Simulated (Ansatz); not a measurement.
Mo: response to strain

The reference is Mo in the bcc (W type) structure (space group Im-3m, No. 229; relaxed with 0.1 eV smearing).

```xyz
1
Lattice="-1.5755 1.5755 1.5755 1.5755 -1.5755 1.5755 1.5755 1.5755 -1.5755" Properties=species:S:1:pos:R:3 pbc="T T T"
Mo     0.0000     0.0000     0.0000
```

Strains are applied to the cell and any free atomic positions relax.

The values are results of r2SCAN (Ansatz, a program for electronic structure), without spin-orbit coupling, not measurements.

```tsv
isotropic strain (%)	pressure (GPa)
0	0.0
0.5	-3.9
1	?
1.5	-11.1
2	-14.3
2.5	-17.2
3	-20.0
```

Fit P = P₀ − Bδ + Cδ² with δ = (1 + ε)³ − 1 to the rows shown and predict the withheld row.

Least squares on the printed values gives P₀ = 0.0 GPa, B = 269 GPa, C = 573 GPa (largest residual 0.1 GPa); this predicts -7.6 GPa, and the run gives -7.6 GPa, in agreement.

No phonon test of stability was made. The final runs are not spin-polarised.
